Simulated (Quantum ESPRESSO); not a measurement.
Troubleshooting Quantum ESPRESSO: a failed run on Ru4Pb4O13 (F-43m, 21 atoms in the cell). The aim is a self-consistent single point with DFT, LDA (PZ), plane waves, GBRV 1.5 ultrasoft (LDA) pseudopotentials.

Cell that was meant: a = 7.2548 Å, b = 7.2548 Å, c = 7.2548 Å, α = 60.00°, β = 60.00°, γ = 60.00°.

Part of the input:

```fortran
   ecutwfc = 40
   ecutrho = 320
   occupations = 'smearing'
   smearing = cold
   degauss = 0.0073499
/
&electrons
```

Output, abridged:

```
     This program is part of the open-source Quantum ESPRESSO suite
     for quantum simulation of materials; please cite

 %%%%%%%%%%%%%%%%%%%%%%%%%%%%%%%%%%%%%%%%%%%%%%%%%%%%%%%%%%%%%%%%%%%%%%%%%%%%%%
     Error in routine  read_namelists (1):
      bad line in namelist &system: "   degauss = 0.0073499" (error could be in the previous line)
 %%%%%%%%%%%%%%%%%%%%%%%%%%%%%%%%%%%%%%%%%%%%%%%%%%%%%%%%%%%%%%%%%%%%%%%%%%%%%%

     stopping ...
```

Question: Read the log: what does the program object to, and what is the fix?

Answer: The fault is a string without quotes in a namelist. Fortran namelists need character values in quotes. To fix it, quote the value. The program stopped before any SCF iteration.

The sound input it was made from differs as follows (other fixes are possible):
```diff
-   smearing = cold
+   smearing = 'cold'
```

With that input, the run converged in 16 iterations: free energy E − TS -25218.3724 eV; Fermi level (on the code's own zero) 11.75 eV; pressure -7.78 GPa; largest force (vector length) 0.194 eV/Å (DFT, LDA (PZ), plane waves, GBRV 1.5 ultrasoft (LDA) pseudopotentials).

On the sound input: the starting cell comes from a database of computed structures (which also holds hypothetical and non-ambient phases and stackings), without a prior relaxation at this level. Its lattice was rescaled by a random factor within 2.5 % of one. Spin polarisation is off. With a pressure of about -8 GPa the cell is away from its equilibrium volume at this level.
